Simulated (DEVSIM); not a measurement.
Structure: abrupt Ge n-p junction, at 250 K.

| layer (left to right) | material | thickness (μm) | Nd (cm⁻³) | Na (cm⁻³) | τn (s) | τp (s) |
|---|---|---|---|---|---|---|
| 1 | Ge | 0.970 | 1.7e15 | - | 3.5e-5 | 3.5e-5 |
| 2 | Ge | 5.50 | - | 2e14 | 3.5e-5 | 3.5e-5 |

Left contact: ohmic. Right contact: ohmic. Voltage is applied to the left contact. Recombination: SRH at mid-gap, radiative, Auger. Mobility is μmin + (μ − μmin)/(1 + (N/Nref)^α).

Constants are typed, rounded textbook-type inputs, not results; the design itself was drawn at random and stands for no fabricated device. Values at 300 K; Nc and Nv go as T^1.5, mobilities as T to minus their exponent, the gap by Varshni's rule with the affinity fixed.

| parameter | Ge |
|---|---|
| gap (eV) | 0.664 |
| affinity (eV) | 4 |
| permittivity | 16 |
| Nc (cm⁻³) | 1.04e19 |
| Nv (cm⁻³) | 6e18 |
| μn (cm²/Vs) | 3900 |
| μp (cm²/Vs) | 1900 |
| μn,min | 150 |
| μp,min | 100 |
| Nref,n | 2.6e17 |
| Nref,p | 4e17 |
| αn | 0.56 |
| αp | 0.6 |
| T exponent of μn | 1.66 |
| T exponent of μp | 2.33 |
| B (cm³/s) | 6.4e-14 |
| Cn (cm⁶/s) | 1e-31 |
| Cp (cm⁶/s) | 1e-31 |
| Varshni α (eV/K) | 0.000477 |
| Varshni β (K) | 235 |

Simulated with DEVSIM: 1D drift-diffusion, Boltzmann statistics, complete ionisation; no tunnelling, impact ionisation, image-force lowering or self-heating.

Task: Tabulate band edges, carrier densities and field at -0.65 V on the left contact.

Result: Energies count from the Fermi level of the right contact; mesh points crowd at the junctions.

```csv
x (μm),Ec (eV),Ev (eV),n (cm⁻³),p (cm⁻³),field (V/cm)
0.000,0.832,0.149,1.7e15,3.7e8,-470
0.02360,0.831,0.148,1.7e15,4.7e13,-460
0.06921,0.829,0.146,1.8e15,1.3e14,-450
0.1574,0.825,0.142,1.9e15,2.7e14,-420
0.4201,0.815,0.132,2.3e15,6.1e14,-320
0.6870,0.807,0.125,2.5e15,8.8e14,-260
0.8358,0.804,0.122,2.6e15,1.0e15,-130
0.9299,0.804,0.121,2.4e15,1.2e15,200
0.9615,0.805,0.122,2.2e15,1.4e15,440
0.9806,0.806,0.123,2.1e15,1.5e15,420
1.015,0.807,0.124,1.9e15,1.6e15,170
1.122,0.807,0.124,1.7e15,1.8e15,-160
1.296,0.803,0.120,1.6e15,1.8e15,-250
1.642,0.794,0.111,1.5e15,1.7e15,-280
2.641,0.764,0.081,1.3e15,1.5e15,-330
4.135,0.706,0.023,8.7e14,1.1e15,-470
5.308,0.635,-0.047,4.8e14,6.3e14,-820
5.898,0.573,-0.110,3.0e14,3.7e14,-1400
6.259,0.512,-0.171,2.0e14,2.4e14,-2000
6.376,0.487,-0.195,1.3e14,2.2e14,-2200
6.435,0.474,-0.208,6.5e13,2.0e14,-2200
6.470,0.467,-0.216,3.1e9,2.0e14,-2300
```
